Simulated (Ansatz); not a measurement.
Base system: YN in the rock salt structure (space group Fm-3m, No. 225; a = 4.896 Å). Axes: x, y, z lie along the cube axes.

Now apply this change: uniaxial stress, 0.5 GPa tension along x; all other stress components relax to zero.

Computed with r2SCAN/PAW in Ansatz (a quantum-chemistry and plane-wave program), spin-orbit coupling left out.

Problem. Give the band edges at the high-symmetry points of the new zone, measured from its valence-band maximum.

Solution. 
```tsv
point	valence edge (eV)	conduction edge (eV)
Γ	0.00	3.54
X	-0.40	0.58
P	-1.53	4.42
N	-2.28	6.20
M	-0.40	0.58
S	-1.34	2.87
S₀	-1.34	2.87
R	-1.53	4.43
G	-1.53	4.43
```

The gap is 0.58 eV, indirect, Γ → X.

Load acts through the strain it causes; cell and atoms are relaxed under it. Beyond what the load breaks, stability against distortions was not tested. Labels are those of the standard path for the cell's own space group.
